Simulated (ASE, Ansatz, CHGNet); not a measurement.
**L1₂ (Cu3Au-type) Ni3Al, equilibrium lattice constant a**

Reference value: 3.572 Å (measured, temperature not stated, no zero-point or thermal correction; as tabulated in Tensorial elastic properties and stability of interface states associated with …).

**Question.** What do EMT, CHGNet 0.3.0, PBE, RPBE, PBE-D4, PBEsol-D3(BJ), r²SCAN, B3LYP (VWN-RPA form), r²SCAN0 give, and how far is each from the reference?

**Answer.** 
| level (code) | value (Å) | difference (%) |
|---|---|---|
| EMT (ASE) | 3.660 | +2.46 |
| CHGNet 0.3.0 | 3.558 | -0.39 |
| PBE (Ansatz) | 3.567 | -0.14 |
| RPBE (Ansatz) | 3.598 | +0.73 |
| PBE-D4 (Ansatz) | 3.529 | -1.20 |
| PBEsol-D3(BJ) (Ansatz) | 3.483 | -2.49 |
| r²SCAN (Ansatz) | 3.526 | -1.29 |
| B3LYP (VWN-RPA form) (Ansatz) | 3.579 | +0.20 |
| r²SCAN0 (Ansatz) | 3.521 | -1.43 |

The reference's temperature isn't stated, so close values are not ranked against it. Off by more than 1.25 %, or 1.75 % on the side where a correction would as a rule narrow the miss (bounds picked here): PBEsol-D3(BJ) (-2.49 %), EMT (+2.46 %).

The reference isn't brought to a static lattice, while the calculations are for one, so the differences are not the levels' errors alone. A static lattice is as a rule a little smaller than the measured one. Spin-polarised runs: PBE (parallel moments), RPBE (parallel moments), PBE-D4 (parallel moments), PBEsol-D3(BJ) (parallel moments), r²SCAN (parallel moments), B3LYP (VWN-RPA form) (parallel moments), r²SCAN0 (parallel moments). Cutoffs and k meshes differ between the levels. Ansatz's density-functional and Hartree–Fock values are scalar-relativistic unless marked +SOC, with PAW data made under PBE.

Empirical potentials (EMT) are fitted to chosen data: where that held the value shown, agreement is built in, and what lay outside the fit can be far off. Machine-learned potentials (CHGNet 0.3.0) are trained on DFT data: a solid inside that data is no test of them.

Differences are worked out from the printed values.

Ansatz is a program for electronic structure.
